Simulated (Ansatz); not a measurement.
The parent structure is BeSe in the zinc blende structure (space group F-43m, No. 216; a = 5.129 Å). Axes: x, y, z lie along the cube axes.

The values are results of PBEsol (Ansatz, a first-principles code; PAW; 420 eV plane waves; spin-orbit coupling left out), earlier PAW set, not measurements.

Base values:

The pressure is 0.00 GPa and the smallest direct gap comes out as 4.29 eV. The band gap comes out as 2.47 eV.

The change: biaxial strain −2.04 %, plane normal [110], relaxed out of plane (Cartesian); in-plane vectors clamped, the third vector and the atoms free.

### Question
What does the calculation give for the out-of-plane strain, pressure, smallest direct gap and band gap after the change?

### Answer
The out-of-plane strain amounts to +1.11 %; the pressure (mean of the normal stresses, compression positive) goes from zero to 2.56 GPa; the smallest direct gap shrinks by 0.02 eV, from 4.29 eV to 4.27 eV; the band gap decreases by 0.29 eV, from 2.47 eV to 2.18 eV.

Gaps are Kohn–Sham eigenvalue differences; semilocal functionals usually give less than the measured gap. Stability against distortions was not tested.
